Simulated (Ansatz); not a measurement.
Base system: RuSi (space group P2_13, No. 198; a = 4.736 Å).

(Cell as relaxed with PBE.)

Levels (all Ansatz, an electronic-structure program, PAW): PBE (420 eV, no spin-orbit coupling); r2SCAN (500 eV, scalar-relativistic without spin-orbit coupling).

Each level relaxes its own structure.

```
base                        PBE      r2SCAN
-------------------  ----------  ----------
volume per atom        13.28 Å³    13.02 Å³
lattice parameter a  8.950 bohr  8.891 bohr
band gap                0.23 eV     0.31 eV
```

It is then changed as follows: a negative pressure, −2 GPa.

```csv
quantity,PBE,r2SCAN
shortest interatomic distance,4.527 bohr,?
shift of the gap caused by the change,-0.01 eV,?
smallest direct gap,0.34 eV,?
```

Problem. Predict the r2SCAN column.

Solution. 
- shortest interatomic distance, r2SCAN: 4.500 bohr
- shift of the gap caused by the change, r2SCAN: 0.00 eV
- smallest direct gap, r2SCAN: 0.42 eV

PBE's shortest interatomic distance lies 0.027 bohr above r2SCAN's (0.6 %); PBE's smallest direct gap lies 0.075 eV below r2SCAN's. Neither level is exact; r2SCAN is the comparison here, not a measurement.

Load acts through the strain it causes; cell and atoms are relaxed under it. Stability against distortions was not tested. The zero or small gap of RuSi can change with the level of theory.
